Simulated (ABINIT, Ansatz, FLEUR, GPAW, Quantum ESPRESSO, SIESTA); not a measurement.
One structure in several programs: Mg₅As (Amm2, 6 atoms in the cell)

Self-consistent single point, at a second geometry (lattice scaled by 0.98). First geometry:

```
Mg5As
1.0
    5.13845     0.00000     0.00000
    0.00000     1.65325     7.71577
    0.00000    -1.65325     7.71577
Mg As
5 1
Direct
  0.00000   0.67127   0.67127
  0.00000   0.33212   0.33212
  0.00000   0.99968   0.99968
  0.50000   0.55907   0.55907
  0.50000   0.87993   0.87993
  0.50000   0.22460   0.22460
```

Shared settings, as Ansatz (an electronic-structure program) writes them: kpoints.mp_grid.grid = 3 5 5; scf.occupations.method = gaussian; scf.occupations.width = 0.2 eV. Potentials and cutoffs stand in the table.

```csv
code,model,ΔF from the first geometry (meV/atom),pressure (GPa),largest force (eV/Å),cutoff
Quantum ESPRESSO,"LDA (PZ), GBRV 1.5 ultrasoft (LDA) pseudopotentials",-13.9,-0.45,0.147,40 Ry
ABINIT,"LDA (PW92), norm-conserving pseudopotentials (PseudoDojo nc-sr-04 LDA standard)",-13.5,-0.42,0.145,1143 eV
FLEUR,"LDA (Perdew-Zunger), all-electron FLAPW (FLEUR), scalar-relativistic valence",–,–,0.175,Kmax 4 1/bohr
Ansatz,"LDA (PW92), PAW files made with PBE",-14.2,-0.49,0.144,default
GPAW,"LDA (Perdew-Wang 92), GPAW PAW datasets LDA (gpaw-data 1.0.1)",-14.1,-0.46,0.146,800 eV
SIESTA,"LDA PW92, numerical atomic orbitals DZP, PseudoDojo LDA standard norm-conserving potentials (rewritten from UPF to PSML)",-2.0,1.50,0.281,grid 400 Ry
```

Size of the force on each atom (eV/Å): Sizes of forces hide their directions.

| code | Mg1 | Mg2 | Mg3 | Mg4 | Mg5 | As6 |
|---|---|---|---|---|---|---|
| Quantum ESPRESSO | 0.028 | 0.147 | 0.008 | 0.030 | 0.073 | 0.067 |
| ABINIT | 0.028 | 0.145 | 0.008 | 0.033 | 0.078 | 0.065 |
| FLEUR | 0.050 | 0.175 | 0.014 | 0.001 | 0.033 | 0.077 |
| Ansatz | 0.027 | 0.144 | 0.008 | 0.033 | 0.079 | 0.063 |
| GPAW | 0.028 | 0.146 | 0.009 | 0.032 | 0.076 | 0.065 |
| SIESTA | 0.030 | 0.281 | 0.076 | 0.093 | 0.024 | 0.210 |

A dash marks a value that a program does not give, or that is left out as unsure.

The spread over the programs that give each value: ΔF from the first geometry within 12.2 meV/atom; pressure within 1.99 GPa; largest force within 0.137 eV/Å.

SIESTA uses small atom-centred bases, whose incompleteness enters pressures, forces and empty levels differently from a plane-wave cutoff. FLEUR treats all electrons, but the usual bases taken here (sphere radii, linearisation, local orbitals, empty states) were not tested for convergence, so the values are no reference for the others. Ansatz's pressure is given at a fixed set of plane waves, as the other plane-wave codes print theirs. The same LDA comes in different parametrisations, which differ slightly. In the pressure, SIESTA (by 1.95) lies more than 1 GPa from the median of the plane-wave programs. In the force vectors, SIESTA (by 0.145) lies more than 0.08 eV/Å from the median of the plane-wave programs.

The shared mesh is coarse (it stands for a supercell whose shortest vector is 15 Å), so the values are not converged in it.

The starting cell comes from a database of computed structures (which also holds hypothetical and non-ambient phases and stackings), without a prior relaxation at this level. For this run, on top of that: lattice scaled by 0.98.

Left out of this page: CP2K (unsound by tests on forces, stress, charge or solver warnings); Elk (not drawn, or without a comparable value).

Keys are those of Ansatz 0.2.
